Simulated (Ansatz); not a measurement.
SiO2, response to strain

The parent structure is SiO₂ in the rutile structure (space group P4_2/mnm, No. 136; a = 4.155 Å, c = 2.661 Å). Axes: x, y, z lie along a, b, c of the conventional cell.

Strains are applied to the cell and any free atomic positions relax.

Calculations: LDA (Ansatz, a first-principles code, PAW, no spin-orbit coupling).

Notes on the quantities. energy relative to the base: free energy F.

| uniaxial strain ε_zz (%) | energy relative to the base (meV/atom) |
|---|---|
| -3 | 17.2 |
| -2.4 | 10.8 |
| -1.8 | 6.0 |
| -1.2 | ? |
| 0 | 0.0 |

### Question
Fit ΔE = Aε² + Bε³ (ε in %) to the rows shown and predict the withheld row.

### Answer
Least squares on the printed values gives A = 1.75 and B = -0.053 meV/atom (largest residual 0.0 meV/atom); this predicts 2.6 meV/atom, and the run gives 2.6 meV/atom, in agreement.

No phonon test of stability was made.
